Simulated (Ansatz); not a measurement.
Partial pair distribution functions of a relaxed model of amorphous Si₂₄O₄₈Ag, broadened by 0.06 Å; density 2.34 g/cm³. Method: PBE, scalar-relativistic without spin-orbit coupling (plane waves to 420 eV, PAW; Ansatz, a program for electronic structure). In the spin-polarised cell the level spacing at the Fermi energy can part levels of unlike spin.

It comes from a melt-quench run on a machine-learned potential (CHGNet), relaxed afterwards by DFT. O atoms were pushed apart under 1.9 Å during the dynamics, to hinder bonds among them. The hot cell started wider than the set density and was brought back towards it in steps. It is the lowest in DFT energy of 2 quenches. It is a model cell: composition and starting density were chosen by hand, and all elements were melted together. No dispersion term was used. Its density started from a set value of 2.33 and ended at 2.34 g/cm³. The quench (nominally 400 K/ps over its main leg) was far faster than any real one, so the model tends to hold more defects than a real film. Values belong to this one cell and scatter from quench to quench. The volume was free in the relaxation, at fixed shape. Stress components on the final sampling reach 2.7 GPa.

```json
[
 {"r (Å)": "1.35", "g Si-O": "0.00", "g O-Ag": "0.00", "g Si-Si": "0.00", "g O-O": "0.00"},
 {"r (Å)": "1.45", "g Si-O": "0.32", "g O-Ag": "0.00", "g Si-Si": "0.00", "g O-O": "0.00"},
 {"r (Å)": "1.55", "g Si-O": "7.04", "g O-Ag": "0.00", "g Si-Si": "0.00", "g O-O": "0.00"},
 {"r (Å)": "1.65", "g Si-O": "15.53", "g O-Ag": "0.00", "g Si-Si": "0.00", "g O-O": "0.00"},
 {"r (Å)": "1.75", "g Si-O": "3.58", "g O-Ag": "0.00", "g Si-Si": "0.00", "g O-O": "0.00"},
 {"r (Å)": "1.85", "g Si-O": "0.37", "g O-Ag": "0.00", "g Si-Si": "0.00", "g O-O": "0.00"},
 {"r (Å)": "1.95", "g Si-O": "0.05", "g O-Ag": "0.03", "g Si-Si": "0.00", "g O-O": "0.00"},
 {"r (Å)": "2.05", "g Si-O": "0.00", "g O-Ag": "1.48", "g Si-Si": "0.00", "g O-O": "0.00"},
 {"r (Å)": "2.15", "g Si-O": "0.00", "g O-Ag": "5.25", "g Si-Si": "0.00", "g O-O": "0.00"},
 {"r (Å)": "2.25", "g Si-O": "0.00", "g O-Ag": "1.16", "g Si-Si": "0.13", "g O-O": "0.03"},
 {"r (Å)": "2.35", "g Si-O": "0.00", "g O-Ag": "0.02", "g Si-Si": "0.38", "g O-O": "0.18"},
 {"r (Å)": "2.45", "g Si-O": "0.00", "g O-Ag": "0.00", "g Si-Si": "0.31", "g O-O": "0.51"},
 {"r (Å)": "2.55", "g Si-O": "0.05", "g O-Ag": "0.07", "g Si-Si": "0.21", "g O-O": "2.72"},
 {"r (Å)": "2.65", "g Si-O": "0.05", "g O-Ag": "1.17", "g Si-Si": "0.02", "g O-O": "5.76"},
 {"r (Å)": "2.75", "g Si-O": "0.01", "g O-Ag": "1.18", "g Si-Si": "0.34", "g O-O": "4.09"},
 {"r (Å)": "2.85", "g Si-O": "0.05", "g O-Ag": "0.27", "g Si-Si": "2.00", "g O-O": "1.73"},
 {"r (Å)": "2.95", "g Si-O": "0.10", "g O-Ag": "1.31", "g Si-Si": "3.61", "g O-O": "0.73"},
 {"r (Å)": "3.05", "g Si-O": "0.28", "g O-Ag": "0.55", "g Si-Si": "4.23", "g O-O": "0.44"},
 {"r (Å)": "3.15", "g Si-O": "0.46", "g O-Ag": "0.02", "g Si-Si": "2.77", "g O-O": "0.51"},
 {"r (Å)": "3.25", "g Si-O": "0.75", "g O-Ag": "0.26", "g Si-Si": "1.22", "g O-O": "0.58"},
 {"r (Å)": "3.35", "g Si-O": "1.00", "g O-Ag": "2.55", "g Si-Si": "0.29", "g O-O": "0.58"},
 {"r (Å)": "3.45", "g Si-O": "1.44", "g O-Ag": "1.87", "g Si-Si": "0.06", "g O-O": "0.56"},
 {"r (Å)": "3.55", "g Si-O": "1.44", "g O-Ag": "0.29", "g Si-Si": "0.03", "g O-O": "0.53"},
 {"r (Å)": "3.65", "g Si-O": "1.24", "g O-Ag": "1.35", "g Si-Si": "0.16", "g O-O": "0.53"},
 {"r (Å)": "3.75", "g Si-O": "1.35", "g O-Ag": "1.05", "g Si-Si": "0.18", "g O-O": "0.73"},
 {"r (Å)": "3.85", "g Si-O": "1.41", "g O-Ag": "0.09", "g Si-Si": "0.42", "g O-O": "0.69"},
 {"r (Å)": "3.95", "g Si-O": "1.50", "g O-Ag": "0.27", "g Si-Si": "0.45", "g O-O": "0.65"},
 {"r (Å)": "4.05", "g Si-O": "1.86", "g O-Ag": "1.75", "g Si-Si": "0.78", "g O-O": "0.66"},
 {"r (Å)": "4.15", "g Si-O": "1.83", "g O-Ag": "2.42", "g Si-Si": "1.01", "g O-O": "0.77"},
 {"r (Å)": "4.25", "g Si-O": "1.50", "g O-Ag": "1.53", "g Si-Si": "1.20", "g O-O": "0.74"},
 {"r (Å)": "4.35", "g Si-O": "1.33", "g O-Ag": "1.70", "g Si-Si": "1.11", "g O-O": "0.80"},
 {"r (Å)": "4.45", "g Si-O": "0.93", "g O-Ag": "1.47", "g Si-Si": "1.01", "g O-O": "1.00"},
 {"r (Å)": "4.55", "g Si-O": "0.57", "g O-Ag": "1.29", "g Si-Si": "0.76", "g O-O": "1.13"},
 {"r (Å)": "4.65", "g Si-O": "0.49", "g O-Ag": "1.21", "g Si-Si": "1.09", "g O-O": "1.17"},
 {"r (Å)": "4.75", "g Si-O": "0.63", "g O-Ag": "1.08", "g Si-Si": "1.39", "g O-O": "1.16"},
 {"r (Å)": "4.85", "g Si-O": "0.64", "g O-Ag": "1.13", "g Si-Si": "1.43", "g O-O": "1.30"},
 {"r (Å)": "4.95", "g Si-O": "0.79", "g O-Ag": "1.73", "g Si-Si": "1.55", "g O-O": "1.38"},
 {"r (Å)": "5.05", "g Si-O": "0.77", "g O-Ag": "0.92", "g Si-Si": "1.13", "g O-O": "1.29"},
 {"r (Å)": "5.15", "g Si-O": "0.72", "g O-Ag": "0.87", "g Si-Si": "0.96", "g O-O": "1.50"}
]
```

Within 2.00 Å each Si has 3.96 O neighbours on average.
